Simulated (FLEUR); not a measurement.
Input and output of a self-consistent single point for Rh (Fm-3m, 3 atoms in the cell) (FLEUR).

Computed with PBE, all-electron FLAPW (FLEUR), scalar-relativistic valence in FLEUR.

The change in words: 3 x 1 x 1 supercell, mesh divided to match; valenceElectrons: 15 → 45; kpt_div: 12 12 12 → 4 12 12. Reference geometry:
```xyz
1
Lattice="0.0000 1.9315 1.9315 1.9315 0.0000 1.9315 1.9315 1.9315 0.0000" Properties=species:S:1:pos:R:3 pbc="T T T"
Rh     0.0000     0.0000     0.0000
```

Reference input (self-consistent single point, DFT, PBE, all-electron FLAPW (FLEUR), scalar-relativistic valence): Kmax = 4.2 1/bohr; GmaxXC = 16.8 1/bohr; xcFunctional = pbe; jspins = 1; l_soc = F; mode = hist; fermiSmearingEnergy = 0.00367493 Htr; mesh (inpgen div1-3) = 12 12 12; inpgen gamma flag = true; Gmax = 16.8 1/bohr; numbands = 0; maxIterBroyd = 25. This run's input differs from it in these lines:

```diff
@@ -3,3 +3,3 @@
 &input film=f /
--0.0000000000 3.6500627015 3.6500627015
+-0.0000000000 10.9501881045 10.9501881045
 3.6500627015 -0.0000000000 3.6500627015
@@ -9,7 +9,9 @@
 
-1
+3
 45 0.0000000000 0.0000000000 0.0000000000
+45 0.3333333333 -0.0000000000 -0.0000000000
+45 0.6666666667 -0.0000000000 -0.0000000000
 
 &comp jspins=1 /
-&kpt div1=12 div2=12 div3=12 gamma=t /
+&kpt div1=4 div2=12 div3=12 gamma=t /
 &end /
@@ -33,3 +35,3 @@
    <cell>
-      <bzIntegration valenceElectrons="15.0" mode="hist" fermiSmearingEnergy="0.00367493">
+      <bzIntegration valenceElectrons="45.0" mode="hist" fermiSmearingEnergy="0.00367493">
          <kPointListSelection listName="default-1"/>
@@ -42,3 +44,3 @@
          <bravaisMatrix>
-            <row-1>    0.0000000000000000     3.6500627015000000     3.6500627015000000</row-1>
+            <row-1>    0.0000000000000000    10.9501881045000005    10.9501881045000005</row-1>
             <row-2>    3.6500627015000000     0.0000000000000000     3.6500627015000000</row-2>
@@ -68,2 +70,7 @@
       </atomGroup>
+      <atomGroup species="Rhodium (Rh)">
+         <relPos label="                   2">1.000/3.000 .0000000000 .0000000000</relPos>
+         <relPos label="                   3">-1.000/3.000 .0000000000 .0000000000</relPos>
+         <force calculate="T" relaxXYZ="TTT"/>
+      </atomGroup>
    </atomGroups>
```

Log, with long lists cut:

```
 Iteration:     1   Distance:      17.75890782 me/bohr^3
 Iteration:     2   Distance:      15.52223788 me/bohr^3
 Iteration:     3   Distance:       5.47119901 me/bohr^3
 Iteration:     4   Distance:       3.02465434 me/bohr^3
 Iteration:     5   Distance:       1.82334234 me/bohr^3
   [... 6 lines left out ...]
 Iteration:    12   Distance:       0.00008842 me/bohr^3
 Iteration:    13   Distance:       0.00005287 me/bohr^3
 Iteration:    14   Distance:       0.00003612 me/bohr^3
 Iteration:    15   Distance:       0.00000310 me/bohr^3
 Run finished successfully
 Stop message:
   Structural relaxation: Done

[file out, last iteration]
             iter=     16
[...]
          total density-effective poten   -2.3513409527E+04
          total charge density-energy d   -4.1685909667E+02
 Updated energy parameters for spin:           1
[...]
 fermi energy and band-weighting factors:
    1.268123    1.268123    1.268123

[...]
FERMIE:
          first approx. to ef    (T=0)  :   0.500515 htr   (energy of the highest occ. eigenvalue)
          number of occ. states  (T=0)  :       3701
          first approx. to seigv (T=0)  : -11.291286 htr
          sum of weights of occ. states :  22.503472
          sum of semicore charge        :   0.000000 e
FERHIS:  Fermi-Energy by histogram:
          bandgap                     :   0.000000 htr
   [... lines left out ...]
          charge neutrality (T=0)     :   0.006944    (zero if the highest occ. eigenvalue is "entirely" occupied)
     EF_NEWTON:  Adjust Fermi-Energy by Newton-Method.
 Direct bandgap for spin            1 :    5.3966452557777100E-003  Htr
 ---->    free energy=                    -14355.8124575483 htr
   [... lines left out ...]
      extrapolation for T->0
 ---->    total electron energy=          -14355.8099446918 htr
 ***** TOTAL FORCES ON ATOMS *****
 TOTAL FORCE FOR ATOM TYPE=  1  X=  0.000   Y=  0.000   Z=  0.000
                       FX_TOT= 0.000000 FY_TOT= 0.000000 FZ_TOT= 0.000000
 TOTAL FORCE FOR ATOM TYPE=  2  X=  0.000   Y=  3.650   Z=  3.650
                       FX_TOT= 0.000000 FY_TOT= 0.000000 FZ_TOT= 0.000000
 Structural relaxation: Done
```

The run converged in 15 iterations. FLEUR gives forces in its relaxation mode, with a further iteration, so its stop message speaks of a relaxation. 

The starting cell comes from a database of computed structures (which also holds hypothetical and non-ambient phases and stackings), without a prior relaxation at this level. Its lattice was rescaled by a random factor within 2.5 % of one. Spin polarisation is off. Values depend on the basis (sphere radii, cutoffs, local orbitals), which need not be converged. The log's line on a gap gives a spacing of levels on this mesh, which the program prints for metals too.

Cost on one core of a shared machine: roughly 7 min.
